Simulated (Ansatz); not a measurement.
Base system: CsSnI3 in the cubic perovskite structure (space group Pm-3m, No. 221).

```cif
data_CsI3Sn
_chemical_formula_sum 'Cs1 Sn1 I3'
_space_group_name_H-M_alt 'P 1'
_space_group_IT_number 1
_cell_length_a 6.13052
_cell_length_b 6.13052
_cell_length_c 6.13052
_cell_angle_alpha 90.000
_cell_angle_beta 90.000
_cell_angle_gamma 90.000
loop_
_space_group_symop_operation_xyz
  'x, y, z'
loop_
_atom_site_label
_atom_site_type_symbol
_atom_site_fract_x
_atom_site_fract_y
_atom_site_fract_z
_atom_site_occupancy
Cs1 Cs 0.00000 0.00000 0.00000 1
Sn1 Sn 0.50000 0.50000 0.50000 1
I1 I 0.50000 0.00000 0.50000 1
I2 I 0.00000 0.50000 0.50000 1
I3 I 0.50000 0.50000 0.00000 1
```

Level of theory: PBEsol in Ansatz (plane waves to 420 eV, PAW, without spin-orbit coupling).

One change was made to it. Results:

```csv
quantity,base,after
band gap,0.10 eV,zero
lattice parameter a,613.1 pm,588.3 pm
```

### Question
Which of these changes matches the shifts?
A) pressure 0.3 GPa
B) pressure 3 GPa
C) pressure 1.5 GPa

### Answer
B, pressure 3 GPa. For comparison, the lattice parameter a in the other runs: pressure 1.5 GPa gives 598.7 pm; pressure 0.3 GPa gives 609.7 pm.

With I present, leaving out spin-orbit coupling can change the band edges. Load acts through the strain it causes; cell and atoms are relaxed under it. Stability against distortions was not tested. The final runs are not spin-polarised. Many cubic perovskites are stable only at high temperature; tilts and polar distortions were not tested. Gaps under 0.05 eV, about the width of the smearing, are given as zero. A zero or small gap of CsSnI3 can be the functional's error rather than a property of the material.

Ansatz is an electronic-structure program.
